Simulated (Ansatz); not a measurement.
For Y2Ge (model structure, started from the Fe2P type, P-62m, No. 189, 9 atoms in the cell), PBEsol in Ansatz (PAW) gives:

| Quantity | Result |
|---|---|
| lattice constant a | 7.839 Å |
| c axis length | 4.177 Å |
| enthalpy of formation | -0.700 eV/atom |

Task: What does PBE-D3(BJ) in Ansatz (plane waves, PAW) give for the same quantities?

Result: 
- lattice constant a: 7.855 Å (increases by 0.2 %)
- lattice parameter c: 4.180 Å (goes up by 0.1 %)
- formation enthalpy: -0.706 eV/atom (moves by -0.006 eV/atom)

Changes are worked out from the printed values.

Unless a cell is named, each level is at its own relaxed cell (PBEsol 24.70, PBE-D3(BJ) 24.81 Å³/atom).

Ansatz's density-functional and Hartree–Fock values are scalar-relativistic unless marked +SOC, with PAW data made under PBE.

A model structure was made by putting elements into a prototype or built by hand; it is no filed structure, need not be a known phase, and can be a saddle point held by its symmetry.

Ansatz is an electronic-structure program.
